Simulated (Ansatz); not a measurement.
**The (32-50) surface of hcp Zn in its 1x1 cell, outermost plane spacing 0.17 Å in the ideal cut**

Method: PBE (plane waves to 420 eV, PAW; Ansatz, a quantum-chemistry and plane-wave program).

Model: 42-atom slab, 10.7 Å thick at the start, 8x4x1 mesh, Fermi-Dirac 0.1 eV, dipole correction, all atoms relaxed; held to the start's symmetry, so lower structures may exist; no spin, no spin-orbit, no U.

work function of the top face: 4.14 eV
energy released by relaxation: 1.02 eV
cost: about 2.1 core-hours (a rough figure)
